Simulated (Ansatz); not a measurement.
**A computed series for MgTe: response to strain**

Take MgTe in the zinc blende structure (space group F-43m, No. 216; a = 6.3681 Å) as the base. Axes: x, y, z lie along the cube axes.

Strains are applied to the cell and any free atomic positions relax.

Calculations: LDA/PAW in Ansatz (a first-principles code), scalar-relativistic without spin-orbit coupling.

Candidates:
(a) uniaxial strain ε_zz = +3.00 %
(b) uniaxial strain ε_zz = −0.50 %
(c) uniaxial strain ε_zz = −2.50 %
(d) uniaxial strain ε_zz = −1.50 %

Notes on the quantities. energy relative to the base: free energy F.

Question: Order them by energy relative to the base, highest first.

Answer: (a) uniaxial strain ε_zz = +3.00 % (+4.3 meV/atom), (c) uniaxial strain ε_zz = −2.50 % (+3.1 meV/atom), (d) uniaxial strain ε_zz = −1.50 % (+1.1 meV/atom), (b) uniaxial strain ε_zz = −0.50 % (+0.1 meV/atom)

Stability against distortions was not tested.
